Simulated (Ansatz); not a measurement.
CO on the 1x1 (111) surface of fcc Ir, one in a 2x2 cell, started at the site 'top Ir'

The numbers are results of PBE (plane waves to 420 eV, PAW; Ansatz, a first-principles code), not measurements.

Set-up: 18 atoms, 6.6 Å thick at the start under the adsorbate (thin: gaps and levels are the slab's own); mesh 6x6x1; 0.1 eV smearing; dipole correction on; 8 atoms held, the rest relaxed; start symmetry kept, larger cells not searched; no spin, no spin-orbit, no U, no dispersion correction. At the end it is bonded to Ir. In PBE it is, or lies within 0.03 eV of, the lowest of the starts that converged.

- adsorption energy against CO(g): -1.94 eV
- work function of the top face: 5.78 eV
- change of the work function: 0.29 eV
- change of the step from the bottom to the top vacuum level, against the clean slab: 0.28 eV
- energy released by relaxation: 1.79 eV
- height of the binding atom over the mean of the host atoms within 0.3 Å of the top one: 2.027 Å
- nearest host atoms of the binding atom: Ir at 1.84 Å, Ir at 3.44 Å, Ir at 3.44 Å
- largest move of a host atom: 0.23 Å
- caution: the clean host was not checked against rearrangement in a larger or rattled cell
- cost: very roughly 8 core-minutes

A negative adsorption energy means that the adsorbate is more stable on the surface than in its reference.
